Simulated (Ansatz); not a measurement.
## Effect of isotropic strain +2.40 % on Ag2O

The parent structure is Ag2O (space group Pn-3m, No. 224; a = 4.707 Å).

Modification: every lattice vector is stretched by 2.40 %; the atoms relax in the strained cell.

Level of theory: Ansatz (an electronic-structure program) PBEsol, without spin-orbit coupling. Γ-centred 7×7×7 mesh, Fermi–Dirac width 0.05 eV.

The volume per atom goes up by 1.28 Å³, from 17.38 Å³ to 18.66 Å³ and the space group remains Pn-3m (No. 224). The energy increases by 22 meV/atom and the pressure goes from zero to -5.2 GPa. The band gap stays zero.

A case with no gap was solved on a k-mesh chosen for an insulator, which is coarse for it. Whether these cells are dynamically stable was not tested. No Hubbard U is applied, and correlation can decide whether such a compound is a metal. All final runs are without spin polarisation. A zero or small gap of Ag2O can be the functional's error rather than a property of the material.
